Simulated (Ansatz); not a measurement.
O on the P site in zinc-blende AlP (start: the P site; 64-site cell, 2×2×2 shifted sampling). The numbers are results of PBE, PAW (plane waves to 420 eV; Ansatz, a quantum-chemistry and plane-wave program), not measurements. Total energies of the localised charge states, counted from that of charge +1, and their image corrections (point charge with alignment); the host's valence-band maximum lies at 4.794 eV on the cells' energy zero and its gap is 1.63 eV.

| charge | moment (μB) | E − E(first) (eV) | correction (eV) |
|---|---|---|---|
| +1 | not spin-polarised | 0.000 | 0.058 |
| 0 | 1.0 | 6.194 | 0.000 |
| −1 | not spin-polarised | 12.274 | 0.247 |

Task: Derive the transition levels above the valence-band maximum and say which of them are thermodynamic.

Result: A level is the Fermi energy at which two charges have equal formation energy: ε(q/q′) = [E(q′) + corr(q′) − E(q) − corr(q)] / (q − q′) − E_VBM.
ε(+1/0) = [(6.194 + 0.000) − (0.000 + 0.058)] / 1 − 4.794 = 1.34 eV
ε(0/−1) = [(12.274 + 0.247) − (6.194 + 0.000)] / 1 − 4.794 = 1.53 eV
Thermodynamic levels at least 0.1 eV inside the gap: (+1/0) at 1.34 eV; (0/−1) at 1.53 eV. They hold to tenths of an eV in this cell. Only the charges listed were compared. Flagged in the runs: a strain field that reaches the edge of the cell.
